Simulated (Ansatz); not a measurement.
The parent structure is SiO$_{2}$ in the rutile structure (space group P4_2/mnm, No. 136; a = 4.1549 Å, c = 2.6615 Å). Axes: x, y, z lie along a, b, c of the conventional cell.

Calculations: plane-wave PAW DFT at the LDA level (Ansatz, a quantum-chemistry and plane-wave program, 420 eV), spin-orbit coupling left out.

Base values:

| Item | Value |
|---|---|
| Valley order | Γ 5.81 eV; A (1/2, 1/2, 1/2) 7.19 eV |
| Pressure | -0.01 GPa |
| Shortest interatomic distance | 175.4 pm |

Perturbation: biaxial strain +1.80 %, plane normal [001], relaxed out of plane (Cartesian); in-plane vectors clamped, the third vector and the atoms free.

**Question.** Predict the new valley order.

**Answer.** The valley order (the lowest conduction-band minima on the path, energy above the VBM, named in the base's zone) becomes Γ 5.51 eV; A (1/2, 1/2, 1/2) 6.95 eV (base: Γ 5.81 eV; A (1/2, 1/2, 1/2) 7.19 eV).

**Question.** Predict the new pressure.

**Answer.** The pressure (mean of the normal stresses, compression positive) decreases by 6.07 GPa (-0.01 GPa → -6.08 GPa).

**Question.** Predict the new shortest interatomic distance.

**Answer.** The shortest interatomic distance falls by 0.3 pm to 175.1 pm.

**Question.** What happens to the ratio −ε⊥/ε∥?

**Answer.** The ratio −ε⊥/ε∥ amounts to 0.49.

The levels and masses belong to the bands next to the band gap. No phonon test of stability was made.
